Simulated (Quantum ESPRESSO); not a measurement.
Input and output of a self-consistent single point for FeGe2 (I4, 6 atoms in the cell) (Quantum ESPRESSO).

Level of theory: LDA (PZ), PSlibrary ultrasoft (LDA) pseudopotentials (plane waves; Quantum ESPRESSO).

```yaml
crystal:
  lattice:
    - [2.94476, -2.94476, 2.43915]
    - [2.94476, 2.94476, 2.43915]
    - [-2.94476, -2.94476, 2.43915]
  atoms:
    - { symbol: Fe, position: [0.00000, 0.76025, 0.76025], spin: 4.0 }
    - { symbol: Fe, position: [0.00000, 0.25000, 0.25000], spin: 4.0 }
    - { symbol: Ge, position: [0.19022, 0.65489, 0.15489] }
    - { symbol: Ge, position: [0.80978, 0.34511, 0.84511] }
    - { symbol: Ge, position: [0.50000, 0.84511, 0.65489] }
    - { symbol: Ge, position: [0.50000, 0.15489, 0.34511] }
```
(The spins are starting values, not results.)

Reference input (self-consistent single point, DFT, LDA (PZ), plane waves, PSlibrary ultrasoft (LDA) pseudopotentials): ecutwfc = 55 Ry; ecutrho = 330 Ry; occupations = smearing; smearing = gauss; degauss = 0.0073499 Ry; nspin = 2; potentials = {Fe: Fe.pz-n-rrkjus_psl.1.0.0.UPF, Ge: Ge.pz-n-rrkjus_psl.1.0.0.UPF}; K_POINTS = automatic 4 4 4 0 0 0; conv_thr = 1e-09 Ry; mixing_beta = 0.4. This run's input differs from it in these lines:

```diff
@@ -37,3 +37,3 @@
 K_POINTS automatic
-4 4 4  0 0 0
+5 5 5  0 0 0
```

Log, with long lists cut:

```
     Self-consistent Calculation

     iteration #  1     ecut=    55.00 Ry     beta= 0.40

     total energy              =    -169.25017322 Ry
     estimated scf accuracy    <       0.38851536 Ry

     total magnetization       =     3.19 Bohr mag/cell
     absolute magnetization    =     4.02 Bohr mag/cell

     iteration #  2     ecut=    55.00 Ry     beta= 0.40

     total energy              =    -169.23603667 Ry
     estimated scf accuracy    <       1.96765265 Ry

     total magnetization       =     3.86 Bohr mag/cell
     absolute magnetization    =     4.64 Bohr mag/cell

     iteration #  3     ecut=    55.00 Ry     beta= 0.40

   [... lines left out ...]
     estimated scf accuracy    <       0.00000005 Ry

     total magnetization       =     2.07 Bohr mag/cell
     absolute magnetization    =     2.58 Bohr mag/cell

     iteration # 20     ecut=    55.00 Ry     beta= 0.40

     Magnetic moment per site  (integrated on atomic sphere of radius R)
     atom   1 (R=0.167)  charge=  6.3978  magn=  1.1349
     atom   2 (R=0.167)  charge=  6.3967  magn=  1.1324
     atom   3 (R=0.176)  charge=  2.0356  magn= -0.0336
     atom   4 (R=0.176)  charge=  2.0356  magn= -0.0336
     atom   5 (R=0.176)  charge=  2.0356  magn= -0.0336
     atom   6 (R=0.176)  charge=  2.0356  magn= -0.0336
     End of self-consistent calculation

     the Fermi energy is    10.6697 ev

!    total energy              =    -169.43829764 Ry
     estimated scf accuracy    <          6.3E-10 Ry
     smearing contrib. (-TS)   =      -0.00072976 Ry
     internal energy E=F+TS    =    -169.43756788 Ry

     total magnetization       =     2.07 Bohr mag/cell
     absolute magnetization    =     2.58 Bohr mag/cell

     convergence has been achieved in  20 iterations

     Forces acting on atoms (cartesian axes, Ry/au):

     atom    1 type  1   force =     0.00000000    0.00000000   -0.01681699
     atom    2 type  1   force =     0.00000000    0.00000000    0.01072900
     atom    3 type  2   force =    -0.01098730    0.00566204    0.00152200
     atom    4 type  2   force =     0.01098730   -0.00566204    0.00152200
   [... lines left out ...]

     Total force =     0.031911     Total SCF correction =     0.000009

          total   stress  (Ry/bohr**3)                   (kbar)     P=      -73.10
  -0.00055537   0.00000000  -0.00000000          -81.70        0.00       -0.00
   0.00000000  -0.00055537   0.00000000            0.00      -81.70        0.00
  -0.00000000   0.00000000  -0.00038000           -0.00        0.00      -55.90

   JOB DONE.
```

The run converged in 20 iterations. Against the reference run the free energy drops by 3.3 meV/atom, the pressure goes from -6.73 to -7.31 GPa, the largest force goes from 0.443 to 0.432 eV/Å and the size of the net moment goes from 0.38 to 0.34 μB/atom.

The starting cell comes from a database of computed structures (which also holds hypothetical and non-ambient phases and stackings), without a prior relaxation at this level. Its lattice was rescaled by up to half a per cent. One atom was moved a little off its site on purpose. The magnetic order is the one reached from the typed start; others were not searched systematically. With a pressure of about -7 GPa the cell is away from its equilibrium volume at this level.

Cost on one core of a shared machine: roughly 2 min.
